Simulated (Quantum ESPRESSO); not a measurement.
Quantum ESPRESSO is run on Li3Cr2Fe2O8 (P1, 15 atoms in the cell), and the run fails. The aim is a self-consistent single point with DFT, PBEsol, plane waves, GBRV 1.5 ultrasoft (PBESOL) pseudopotentials.

Cell that was meant: a = 5.9527 Å, b = 5.9527 Å, c = 5.9474 Å, α = 119.77°, β = 119.77°, γ = 60.12°.

Part of the input:

```fortran
O     0.23713300    0.25291400    0.26930800
O     0.75709800    0.76011800    0.74960300
K_POINTS {automatic}
3 3 3
CELL_PARAMETERS {angstrom}
   5.15200500    -2.98178000     0.00000000
   5.15200500     2.98178000     0.00000000
```

Output (repeated stretches shortened):

```
     This program is part of the open-source Quantum ESPRESSO suite
     for quantum simulation of materials; please cite

 %%%%%%%%%%%%%%%%%%%%%%%%%%%%%%%%%%%%%%%%%%%%%%%%%%%%%%%%%%%%%%%%%%%%%%%%%%%%%%
     Error in routine card_kpoints (1):
      end of file while reading automatic k points
 %%%%%%%%%%%%%%%%%%%%%%%%%%%%%%%%%%%%%%%%%%%%%%%%%%%%%%%%%%%%%%%%%%%%%%%%%%%%%%

     stopping ...
```

**Question.** From the messages shown, name the fault and mend the input.

**Answer.** The fault is an automatic mesh without its three shifts. The card takes six integers. To fix it, add the shifts. The program stopped before any SCF iteration.

The sound input it was made from differs as follows (other fixes are possible):
```diff
-3 3 3
+3 3 3  1 1 1
```

With that input, the run converged in 32 iterations: free energy E − TS -15685.0474 eV; Fermi level (on the code's own zero) 8.68 eV; pressure -8.83 GPa; largest force (vector length) 2.422 eV/Å; size of the cell's spin moment 14.00 μB (DFT, PBEsol, plane waves, GBRV 1.5 ultrasoft (PBESOL) pseudopotentials).

On the sound input: the starting cell comes from a database of computed structures (which also holds hypothetical and non-ambient phases and stackings), without a prior relaxation at this level. Its atoms were displaced at random from the sites of space group no. 12. The magnetic order is the one reached from the typed start; others were not searched systematically. With a pressure of about -9 GPa the cell is away from its equilibrium volume at this level. Forces in this geometry exceed 1 eV/Å. Without a gap this mesh is coarse (it stands for a supercell whose shortest vector is 18 Å).
